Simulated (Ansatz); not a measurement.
**PBE against PBEsol: AlAs, x(Ga) = 0.667, 6 atoms, Imm2**

Consider AlAs in the zinc blende structure (space group F-43m, No. 216; a = 5.728 Å).

(Cell as relaxed with PBE.)

Levels (all Ansatz, a quantum-chemistry and plane-wave program, PAW): PBE (420 eV, no spin-orbit coupling); PBEsol (420 eV, scalar-relativistic without spin-orbit coupling).

Each level relaxes its own structure.

| base | PBE | PBEsol |
|---|---|---|
| volume per atom | 23.50 Å³ | 22.84 Å³ |
| lattice parameter a | 5.728 Å | 5.675 Å |
| band gap | 1.50 eV | 1.34 eV |

One thing is altered: a fraction x = 0.667 of the Al sites is given to Ga, ordered in a cell of 6 atoms (starting symmetry Imm2) and fully relaxed.

```csv
quantity,PBE,PBEsol
"gap character (in this cell's own zone, which can be folded)",direct at Γ,direct at Γ
electron mass,"0.043 mₑ along a, 0.044 mₑ along b, 0.045 mₑ along c (at Γ)","0.053 mₑ along a, 0.056 mₑ along b, 0.056 mₑ along c (at Γ)"
band gap,0.68 eV,0.89 eV
```

PBE's band gap lies 0.21 eV below PBEsol's; the two agree on the gap character. Neither level is exact; PBEsol is the comparison here, not a measurement.

These are small ordered cells, not random alloys; other orderings at the same x differ. Effective masses come from finite differences of ±0.01 Å⁻¹. Stability against distortions was not tested. The zero or small gap of GaAs can change with the level of theory. Labels are those of the standard path for the cell's own space group.
